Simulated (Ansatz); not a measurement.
# Hypothetical I4_132 Si, pressure series

Consider Si (space group I4_132, No. 214; a hypothetical phase, not in the database extracts checked).

```
Si
1.0
   -3.19751     3.19751     3.19751
    3.19751    -3.19751     3.19751
    3.19751     3.19751    -3.19751
Si
4
Cartesian
  2.39813   0.79938  -0.79938
  0.79938  -0.79938   2.39813
 -0.79938   2.39813   0.79938
  0.79938   0.79938   0.79938
```

Cell and atoms are relaxed at each pressure.

Calculations: PBEsol (Ansatz, an electronic-structure program; PAW; 420 eV plane waves; no spin-orbit coupling).

```json
[
 {"pressure (GPa)": "-2", "volume per atom (Å³/atom)": "34.336"},
 {"pressure (GPa)": "-1", "volume per atom (Å³/atom)": "33.452"},
 {"pressure (GPa)": "0", "volume per atom (Å³/atom)": "32.692"},
 {"pressure (GPa)": "0.3", "volume per atom (Å³/atom)": "32.484"},
 {"pressure (GPa)": "0.7", "volume per atom (Å³/atom)": "?"},
 {"pressure (GPa)": "1.5", "volume per atom (Å³/atom)": "31.716"},
 {"pressure (GPa)": "3", "volume per atom (Å³/atom)": "30.879"},
 {"pressure (GPa)": "7.5", "volume per atom (Å³/atom)": "28.926"},
 {"pressure (GPa)": "10", "volume per atom (Å³/atom)": "28.058"}
]
```

Problem. Fit the third-order Birch–Murnaghan form P(V) = (3B₀/2)[(V₀/V)^(7/3) − (V₀/V)^(5/3)]·[1 + (3/4)(B₀′ − 4)((V₀/V)^(2/3) − 1)] (squares taken in P) to the rows shown and predict the withheld row.

Solution. Least squares on the printed values gives V₀ = 32.697 Å³/atom, B₀ = 46.0 GPa, B₀′ = 4.6; this predicts 32.220 Å³/atom, and the run gives 32.217 Å³/atom, 0.003 lower.

Load acts through the strain it causes; cell and atoms are relaxed under it. No phonon test of stability was made. No other phases were tried under pressure.
